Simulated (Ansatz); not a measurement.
Cubic perovskite RbMnF3 was calculated with LDA in Ansatz (PAW).

Numerical settings: plane-wave cutoff 520 eV, 8×8×8 k mesh, Fermi–Dirac smearing 0.01 eV, spin-polarised start, scalar-relativistic PAW data made under PBE.

Energies at three volumes about the minimum:

```
V (Å³/atom)  E − E_lowest (meV/atom)
-----------  -----------------------
13.911                          1.60
14.195                          0.00
14.479                          1.35
```

Fit a parabola by hand: where is the minimum, what lattice constant follows, and what is the bulk modulus?

Slopes: (0.00 − 1.60)/(14.195 − 13.911) = -5.634 and (1.35 − 0.00)/(14.479 − 14.195) = 4.754 meV/Å³. Curvature E″ = 2 × (4.754 − (-5.634))/(14.479 − 13.911) = 36.577 meV/Å⁶. From the middle of the first interval, the slope vanishes at V0 = 14.0530 − (-5.634)/36.577 = 14.207 Å³/atom. B = V0 E″ = 14.207 × 36.577 meV/Å³ × 0.1602 GPa per meV/Å³ = 83.3 GPa. With 5 atoms in the cube, a = (5 × 14.207)^(1/3) = 4.141 Å. The full Birch–Murnaghan fit to all volumes gives V0 = 14.202 Å³/atom and B0 = 83.1 GPa.

Measured, for comparison: equilibrium volume per atom 15.24 Å³/atom (room temperature, not corrected to a static lattice; as tabulated in Dubrovin et al. (2021), arXiv:2110.13026). Computed less measured: equilibrium volume per atom -6.8 %.

Note: the magnetic order was assumed, not searched for or taken from measurement; the relaxation could not lower the start's symmetry, so the cell can be a saddle point above a distorted one.

Ansatz is a quantum-chemistry and plane-wave program.
